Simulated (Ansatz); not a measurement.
Cost and result by functional for the adsorption energy of NH3 on the 1x1 (110) surface of 3C silicon carbide (cut with top plane C + Si), one in a 2x2 cell, started at the site 'hollow C-C-Si-Si', in Ansatz (plane waves, PAW). Single points on the PBE structure, on one kind of machine; costs are rough ratios of the slab run's core time (references not counted) to the cheapest single point. r2SCAN's cost holds its higher cutoff (500 against 420 eV). Differences are taken against HSE06 for comparison alone: no measured value is at hand, so the table doesn't rank accuracy. HSE06 ran on a coarser k-mesh, which lowers its cost and may carry part of its shift.

Host crystal: 3C silicon carbide, with a band gap (PBE, scalar-relativistic without spin-orbit coupling).

Slab: 52 atoms, 7.7 Å thick at the start under the adsorbate (thin: gaps and levels are the slab's own); k 3x3x1, smearing 0.01 eV, dipole-corrected; 24 atoms held, the rest relaxed; no symmetry held; no spin, no spin-orbit, no U, no dispersion correction. At the end it is bonded to Si. In PBE it is, or lies within 0.03 eV of, the lowest of the starts that converged. These notes are the PBE run's. Adsorption energies are against NH3(g). A negative adsorption energy means that the adsorbate is more stable on the surface than in its reference.

| functional | relative cost | adsorption energy (eV) | less HSE06 (eV) |
|---|---|---|---|
| RPBE | 1 | -1.57 | 0.46 |
| r2SCAN | 2 | -2.11 | -0.08 |
| HSE06 | 20 | -2.03 | 0.00 |
| PBE (the relaxed run's value) | – | -1.90 | 0.13 |

The values span 0.54 eV, while the single points' costs differ by a factor of roughly 20. Differences are of unrounded values.

Ansatz is a program for electronic structure.
